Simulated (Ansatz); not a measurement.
The starting structures come from a database of crystals and need not be the phases stable at ambient conditions.

The decay constant κ of evanescent states in the gap governs leakage through a thin film.

```
CELL_PARAMETERS angstrom
      6.82630     0.00000     0.00000
      0.00000     7.52006     0.00000
      0.00000     3.76003     2.17085
ATOMIC_POSITIONS crystal
  Bi 0.07924 0.00000 0.00000
  Te 0.33126 0.33333 0.00000
  I  0.77019 0.66667 0.00000
```

Space group of this cell: P3m1. The cell was relaxed by PBE-D3(BJ).

Transport runs along the normal of the first two printed cell vectors, the (110) plane of the conventional cell.

The gap is the functional's own, uncorrected, and κ follows it; spin-orbit coupling is left out. Mid-gap values are interpolated between the computed energies.

### Question
State the band gap and the smallest decay constant κ at mid-gap according to PBEsol (Ansatz, a first-principles code).

### Answer
Gap 1.10 eV on a 6×14×14 mesh; κ = 0.115 1/Å, at (0.500, 0.000) of the in-plane reciprocal vectors. At the zone centre, at the nearest computed energy, the slowest state has κ = 0.15 1/Å.
